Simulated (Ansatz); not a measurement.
Seebeck coefficient (μV/K, mean over directions) of n-type MgS (Fm-3m) against carrier density, HSE06 with spin-orbit coupling, rigid bands (Ansatz, a quantum-chemistry and plane-wave program). Computed gap 3.80 eV; densities at which minority carriers matter at this gap, or further valleys turn the trend, are left out. Conductivity mass 0.35 mₑ (harmonic mean over directions), N_c = 1.6e19 cm⁻³ at 300 K.

```
electron density  300 K  500 K
----------------  -----  -----
1e16 cm⁻³          -849   -916
1e17 cm⁻³             …   -717
1e18 cm⁻³          -452   -519
3e18 cm⁻³          -359   -425
1e19 cm⁻³             …   -323
3e19 cm⁻³          -173   -233
1e20 cm⁻³             …   -143
3e20 cm⁻³           -50    -80
1e21 cm⁻³           -24    -40
```

Task: Fill in the missing entries.

Result: 
- 1e17 cm⁻³, 300 K: -650
- 1e19 cm⁻³, 300 K: -258
- 1e20 cm⁻³, 300 K: -96

Rigid bands with a gap fixed in temperature, one relaxation time for all states, no polarons or phonon drag, and whether or not such doping can be reached. Geometry: cell and atoms relaxed with PBEsol.
